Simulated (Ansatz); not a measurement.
Take HfO₂ in the CdI2 type structure (space group P-3m1, No. 164; a = 3.2085 Å, c = 4.5149 Å; a hypothetical phase, not in the database extracts checked; layered, stacked along the Cartesian z axis) as the base.

Modification: a hydrostatic pressure of 1.8 GPa.

Levels (all Ansatz, a program for electronic structure, PAW): PBEsol-D3(BJ) (420 eV, scalar-relativistic without spin-orbit coupling); PBEsol+SOC (420 eV, with spin-orbit coupling).

The geometry is relaxed with PBEsol-D3(BJ).

| Property | Value |
|---|---|
| PBEsol-D3(BJ) lowest conduction level above the VBM at special points | M 4.22 eV; K 4.25 eV; A 4.87 eV; L 4.93 eV |
| PBEsol-D3(BJ) gap character | indirect, Γ → M |
| PBEsol-D3(BJ) valence-band top at Γ | 0.00, -0.39, -0.39 eV |
| PBEsol-D3(BJ) width of the top valence band | 1.21 eV |

Problem. How does going to PBEsol+SOC change the lowest conduction level above the VBM at special points, gap character, valence-band top at Γ and width of the top valence band?

Solution. The lowest conduction level above the VBM at special points becomes M 4.22 eV; K 4.25 eV; A 4.85 eV; L 4.92 eV (PBEsol-D3(BJ): M 4.22 eV; K 4.25 eV; A 4.87 eV; L 4.93 eV); the gap character remains indirect, Γ → M; the valence-band top at Γ (three highest Kramers pairs, from the VBM) becomes 0.00, -0.32, -0.46 eV (PBEsol-D3(BJ): 0.00, -0.39, -0.39 eV); the width of the top valence band shrinks by 0.02 eV to 1.19 eV.

Single points use the geometry relaxed with PBEsol-D3(BJ). The spin-orbit shifts are approximate. With Hf present, leaving out spin-orbit coupling can change the band edges. Load acts through the strain it causes; cell and atoms are relaxed under it. Whether these cells are dynamically stable was not tested.
